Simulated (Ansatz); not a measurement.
WO3 (P2₁/c, No. 14)

Level of theory: LDA in Ansatz (PAW).

Numerical settings: plane-wave cutoff 520 eV, 6×6×6 k mesh, Fermi–Dirac smearing 0.01 eV, no spin polarisation, scalar-relativistic PAW data made under PBE.

Cell: relaxed at this level.

| Quantity | Value |
|---|---|
| band gap | 1.47 eV |

Spin–orbit coupling is not included.

Computed values are for the static lattice.

Ansatz is a first-principles code.
